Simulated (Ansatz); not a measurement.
Base system: a 24-atom supercell of SnS₂ in the CdI2 type structure (space group P-3m1, No. 164; a = 3.626 Å, c = 5.573 Å; layered, stacked along the Cartesian z axis) at its relaxed geometry.

Level of theory: DFT with PBEsol-D3(BJ), PAW potentials and a 420 eV plane-wave cutoff in Ansatz (a program for electronic structure), no spin-orbit coupling.

One neutral defect a cell, atoms relaxed at fixed cell.

One change was made to it. Results:

The pressure goes from zero to -1.4 GPa; the gap of the supercell rises by 0.01 eV (1.01 eV → 1.02 eV); the total moment of the cell comes out as 0.0 μB; the largest displacement of a host atom from its site in the perfect cell amounts to 0.13 Å.

### Question
Name the change that was made.
A) Sn on a S site (antisite), symmetric start
B) Sn vacancy, symmetric start
C) S on a Sn site (antisite)

### Answer
C, S on a Sn site (antisite). For comparison, the gap of the supercell in the other runs: Sn on a S site (antisite), symmetric start gives zero; Sn vacancy, symmetric start gives zero.

The magnetic state is the one reached from the starting moments; the real material's order can differ, and small cells can't hold many antiferromagnetic ones. The cell is small, so the values are those of an ordered compound at a high defect concentration; dilute-limit values will differ. The mesh was chosen for an insulator and is coarse for the gapless case. Defects with a symmetric start kept the site's symmetry and may sit on a saddle; the others started slightly shaken. Starting moments died away, wholly or in part, for S on a Sn site (antisite) and Sn on a S site (antisite); another magnetic solution may exist.
